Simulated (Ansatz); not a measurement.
Density of states of LiCl (Fm-3m) above the conduction band minimum, Ansatz (a first-principles code) with PBEsol, rigid bands; cell volume 32.5 Å³.

(energy from edge (eV), 10⁻³ states/eV/cell): (0.006, 5.14); (0.031, 12.5); (0.056, 17.1); (0.081, 20.9); (0.106, 24.3); (0.131, 27.5); (0.156, 30.9); (0.181, 33.6); (0.206, 36.4); (0.231, 53.2); (0.256, 96.6); (0.281, 121); (0.319, 151); (0.344, 169); (0.369, 185); (0.394, 200); (0.419, 218); (0.444, 234); (0.469, 248); (0.494, 265); (0.519, 280); (0.544, 298); (0.569, 313); (0.594, 328)

Task: What effective density of states at 300 K does this give (∫ g(E) exp(−E/k_BT) dE, both spins, divided by the cell's size)?

Result: 8.1e18 cm⁻³, a density-of-states mass of 0.47 mₑ, valleys and band degeneracy included.

Spin-orbit coupling is left out. Geometry: cell and atoms relaxed with PBEsol.
